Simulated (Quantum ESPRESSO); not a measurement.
## Parameter sweep on TaN (Fm-3m, 2 atoms in the cell)

```
CELL_PARAMETERS angstrom
     -2.23454     0.00000     2.23454
      0.00000     2.23454     2.23454
     -2.23454     2.23454     0.00000
ATOMIC_POSITIONS crystal
  Ta 0.50000 0.50000 0.50000
  N  0.00000 0.00000 0.00000
```

Base run A: PBE, GBRV 1.5 ultrasoft (PBE) pseudopotentials in Quantum ESPRESSO 7.5, self-consistent single point.

Its settings: ecutwfc = 40 Ry; ecutrho = 320 Ry; occupations = smearing; smearing = gauss; degauss = 0.0073499 Ry; potentials = {Ta: ta_pbe_v1.uspp.F.UPF, N: n_pbe_v1.2.uspp.F.UPF}; K_POINTS = automatic 9 9 9 0 0 0; conv_thr = 1e-10 Ry; mixing_beta = 0.5.

The starting cell comes from a database of computed structures (which also holds hypothetical and non-ambient phases and stackings), without a prior relaxation at this level. Its lattice was rescaled by a random factor within 2.5 % of one. Spin polarisation is off. In the base run, with a pressure of about -12 GPa the cell is away from its equilibrium volume at this level.

ΔF is the free energy per atom less that of run A. 

Run A gave: pressure (GPa) -12.30; iterations 11.

Runs:
- B: mixing_beta = 0.05
- C: mixing_beta = 0.1
- D: mixing_beta = 0.2
- E: mixing_beta = 0.3
- F: mixing_beta = 0.4
- G: mixing_beta = 0.6
- H: mixing_beta = 0.8
- I: mixing_beta = 0.9

Q: Which runs reach the base run's state, and which is quickest in iterations?

A: Runs B, C, D, E, F, G, H, I reached the same state as A (within 1 meV/atom). The fewest iterations to that state were 11 (A, F, G); the most were 22.

```json
[
 {"run": "A", "ΔF (meV/atom)": "0.00", "pressure (GPa)": "-12.30", "iterations": "11"},
 {"run": "B", "ΔF (meV/atom)": "0.00", "pressure (GPa)": "-12.31", "iterations": "19"},
 {"run": "C", "ΔF (meV/atom)": "0.00", "pressure (GPa)": "-12.31", "iterations": "17"},
 {"run": "D", "ΔF (meV/atom)": "0.00", "pressure (GPa)": "-12.31", "iterations": "22"},
 {"run": "E", "ΔF (meV/atom)": "0.00", "pressure (GPa)": "-12.30", "iterations": "18"},
 {"run": "F", "ΔF (meV/atom)": "0.00", "pressure (GPa)": "-12.31", "iterations": "11"},
 {"run": "G", "ΔF (meV/atom)": "0.00", "pressure (GPa)": "-12.30", "iterations": "11"},
 {"run": "H", "ΔF (meV/atom)": "0.00", "pressure (GPa)": "-12.31", "iterations": "12"},
 {"run": "I", "ΔF (meV/atom)": "0.00", "pressure (GPa)": "-12.31", "iterations": "12"}
]
```
